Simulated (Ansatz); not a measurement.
**CdSe under a change: pressure 15 GPa**

Base system: CdSe in the zinc blende structure (space group F-43m, No. 216; a = 6.196 Å).

Now apply this change: a hydrostatic pressure of 15 GPa.

The values are results of PBE (Ansatz, a first-principles code, PAW, no spin-orbit coupling), earlier PAW set, not measurements. Γ-centred 9×9×9 mesh, Fermi–Dirac width 0.05 eV.

The density grows by 1.23 g/cm³ to 6.57 g/cm³ and the shortest interatomic distance drops by 0.179 Å (2.683 Å → 2.504 Å). The enthalpy H = E + PV relative to the base's energy amounts to +2.48 eV/atom and the band gap increases by 0.413 eV to 0.91 eV. The gap character is still direct at Γ and the width of the top valence band rises by 0.86 eV, from 1.98 eV to 2.84 eV. The electron mass changes from 0.052 mₑ (at Γ) to 0.080 mₑ (at Γ) and the hole mass (degenerate bands, along [100]) goes from 0.053, 0.73, 0.73 mₑ (at Γ) to 0.083, 0.54, 0.54 mₑ (at Γ).

Final structure:

```
CELL_PARAMETERS angstrom
      0.00000     2.89186     2.89186
      2.89186     0.00000     2.89186
      2.89186     2.89186     0.00000
ATOMIC_POSITIONS crystal
  Se 0.75000 0.75000 0.75000
  Cd 0.00000 0.00000 0.00000
```

Load acts through the strain it causes; cell and atoms are relaxed under it. Effective masses come from finite differences of ±0.01 Å⁻¹. No phonon test of stability was made. Tetrahedral semiconductors of this kind turn to denser phases somewhere between about 1 and 50 GPa; those were not computed, so compressed cells here can lie past the real transition.
